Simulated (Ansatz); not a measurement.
Consider the following.

End structure of a constructed model of the (100) surface of fcc Ag, a pseudomorphic layer of Ir in the host's stacking (bottom of the slab: a bare face, its two planes held):

```xyz
7
Lattice="2.9334 0.0000 0.0000 0.0000 2.9334 0.0000 0.0000 0.0000 29.0000" Properties=species:S:1:pos:R:3 pbc="T T T"
Ag     1.4667     1.4667     8.2446
Ag     0.0000     0.0000    10.3189
Ag     1.4667     1.4667    12.3978
Ag     0.0000     0.0000    14.4798
Ag     1.4667     1.4667    16.5493
Ag     0.0000     0.0000    18.6206
Ir     1.4667     1.4667    20.5464
```

Slab: 7 atoms, 12.5 Å thick at the start; k 13x13x1, smearing 0.1 eV, dipole-corrected; 2 atoms held, the rest relaxed; held to the start's symmetry, so lower structures may exist; no spin, no spin-orbit, no U. It is one candidate, not shown to be the stable structure of the face.

Question: Estimate the work function of the top face that PBE (Ansatz, a quantum-chemistry and plane-wave program) returns for this input.

Answer: 5.69 eV
